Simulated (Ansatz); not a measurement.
## ZrN: N → F

Consider ZrN in the rock salt structure (space group Fm-3m, No. 225; a = 4.553 Å).

Modification: every N is replaced by F, then cell and atoms are relaxed.

Method: Kohn–Sham DFT with the PBEsol functional, run in Ansatz (a first-principles code) with PAW and 420 eV plane waves, without spin-orbit coupling, earlier PAW set. k-mesh 17×17×17 (Γ-centred); smearing 0.05 eV (Fermi–Dirac), for the changed cell.

The volume per atom rises by 2.36 Å³ (11.80 Å³ → 14.16 Å³) and the density shrinks by 0.943 g/cm³ to 6.46 g/cm³. The space group stays Fm-3m (No. 225) and the shortest interatomic distance grows by 0.143 Å (2.276 Å → 2.419 Å). The band gap is still zero.

Final structure:

```xyz
2
Lattice="0.0000 2.4193 2.4193 2.4193 0.0000 2.4193 2.4193 2.4193 0.0000" Properties=species:S:1:pos:R:3 pbc="T T T"
F      0.0000     0.0000     0.0000
Zr     2.4193     2.4193     2.4193
```

Stability against distortions was not tested. As relaxed here, ZrF is a hypothetical phase, not in the database extracts checked. The final runs are not spin-polarised. An odd electron count without spin: ZrF and ZrN. ZrF has a high density of states at the Fermi level and may be magnetic at this level.
